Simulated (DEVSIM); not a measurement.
Structure: Al/SiO2/n-Si capacitor, at 300 K.

Layer 1 from the left is SiO2, thickness (nm) 2.50. Layer 2 from the left is Si, thickness (nm) 9900, Nd (cm⁻³) 3.4e15.

Metal gate on the left, work function 4.1 eV. Fixed charge at the semiconductor interface -1.34e12 cm⁻² (in units of +e); no interface traps.

Constants are typed, rounded textbook-type inputs, not results; the design itself was drawn at random and stands for no fabricated device. Values at 300 K.

SiO2: gap (eV) 9, affinity (eV) 0.9, permittivity 3.9. Si: gap (eV) 1.124, affinity (eV) 4.05, permittivity 11.7, Nc (cm⁻³) 2.86e19, Nv (cm⁻³) 3.1e19.

### Question
Estimate by hand the flat-band voltage, the threshold voltage, and compare with a numerical solution.

### Answer

- Flat-band voltage: C = 1.38 μF/cm², work-function difference -0.184 V; VFB = φms − qNf/C = -0.03 V; numerical -0.03 V.
- Threshold voltage: φF = 0.327 V, depletion charge √(4εqNφF) = 2.72e-8 C/cm²; VT = VFB − 2φF − Qd/C = -0.70 V; numerical -0.70 V.

Simulated with DEVSIM: 1D Poisson equation in equilibrium, Boltzmann statistics, complete ionisation; no quantum confinement or tunnelling. Metal contacts follow the ideal Schottky-Mott rule: no Fermi-level pinning, no interface dipoles.
